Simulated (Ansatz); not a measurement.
## Hypothetical rock salt BAs: response to strain

Base system: BAs in the rock salt structure (space group Fm-3m, No. 225; a = 4.6143 Å; a hypothetical phase, not in the database extracts checked; relaxed with 0.1 eV smearing). Axes: x, y, z lie along the cube axes.

Strains are applied to the cell and any free atomic positions relax; under biaxial strain the out-of-plane vector relaxes too; under stress the whole cell relaxes.

Levels (all Ansatz, a program for electronic structure, PAW): PBE (420 eV, no SOC); PBEsol (420 eV, without spin-orbit coupling).

The base cell above is that of PBE; each level relaxes its own structures.

Notes on the quantities. energy relative to the base: free energy F.

```tsv
case	energy relative to the base, PBE	energy relative to the base, PBEsol
biaxial strain +0.68 %, plane normal [001], relaxed out of plane	+0.8 meV/atom	+0.8 meV/atom
isotropic strain −5.96 %	+194 meV/atom	+0.205 eV/atom
uniaxial strain ε_yy = −1.95 %	+3.3 meV/atom	+3.6 meV/atom
uniaxial strain ε_yy = +2.21 %	+3.5 meV/atom	+3.8 meV/atom
uniaxial stress, 8 GPa tension along x	+27 meV/atom	+22 meV/atom
tensor shear ε_xz = −3.10 %	+9.5 meV/atom	+9.1 meV/atom
```

The two levels differ by at most about 11 meV/atom. They put the cases in the same order.

Beyond what the load breaks, stability against distortions was not tested. All final runs are without spin polarisation.
